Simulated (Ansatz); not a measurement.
By PBEsol, the system below comes out a metal.

Without scattering a metal conducts by its projected Fermi surface.

Given:

```
Ag
1.0
    2.84418     0.00000     0.00000
   -1.42209     2.46313     0.00000
    1.42209     0.82104     2.32226
Ag
1
Direct
  0.00000   0.00000   0.00000
```

The cell is strained (all lengths scaled by 0.98); by PBEsol it stands under a pressure of 3.0 GPa.

The current flows along the normal of the first two printed cell vectors, the (111) plane of the conventional cell. No spin-orbit coupling; the value is a mean over 0.1 eV about the Fermi level.

Q: Compute, with PBEsol (Ansatz, a quantum-chemistry and plane-wave program), the ballistic conductance per area.

A: 0.91 × 10¹⁵ S/m² for both spins.
